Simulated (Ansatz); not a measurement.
Bond-angle distributions (per cent of the angles at each element, bins of 10°) of a relaxed model of amorphous gallium oxide (Ga₂₄O₃₅) at 4.75 g/cm³. Calculation: PBE, scalar-relativistic without spin-orbit coupling (plane waves to 420 eV, PAW; Ansatz, a quantum-chemistry and plane-wave program). The usual formal charges leave 2 electrons over, so the level spacing at the Fermi energy parts defect or band states and needn't be the band gap.

It comes from a melt-quench run on a machine-learned potential (CHGNet), relaxed afterwards by DFT. O atoms were pushed apart under 1.9 Å during the dynamics, to hinder bonds among them. The hot cell started wider than the set density and was brought back towards it in steps. It is the lowest in DFT energy of 2 quenches. It is a model cell: composition and starting density were chosen by hand, and all elements were melted together. No dispersion term was used. Its density started from a set value of 4.70 and ended at 4.75 g/cm³. The quench (nominally 350 K/ps over its main leg) was far faster than any real one, so the model tends to hold more defects than a real film. A cell of this size samples the disorder only roughly. The volume was free in the relaxation, at fixed shape. Stress components on the final sampling reach 1.3 GPa.

Bonds are counted up to Ga-Ga 2.68 Å, Ga-O 2.58 Å, O-O 1.58 Å. Two cations that share two anions don't count as bonded, nor two that share one unless they lie closer than Ga-Ga 2.61 Å.

```json
[
 {"angle (°)": "50-60", "at Ga": "0", "at O": "0"},
 {"angle (°)": "60-70", "at Ga": "0", "at O": "0"},
 {"angle (°)": "70-80", "at Ga": "6", "at O": "0"},
 {"angle (°)": "80-90", "at Ga": "22", "at O": "9"},
 {"angle (°)": "90-100", "at Ga": "20", "at O": "16"},
 {"angle (°)": "100-110", "at Ga": "13", "at O": "17"},
 {"angle (°)": "110-120", "at Ga": "13", "at O": "19"},
 {"angle (°)": "120-130", "at Ga": "12", "at O": "21"},
 {"angle (°)": "130-140", "at Ga": "5", "at O": "12"},
 {"angle (°)": "140-150", "at Ga": "4", "at O": "4"},
 {"angle (°)": "150-160", "at Ga": "3", "at O": "2"},
 {"angle (°)": "160-170", "at Ga": "2", "at O": "0"},
 {"angle (°)": "170-180", "at Ga": "2", "at O": "0"}
]
```

They go with these counts of neighbours within the cut-offs, cation contacts included: Ga mean 4.5, most often 5; O mean 3.1, most often 3.
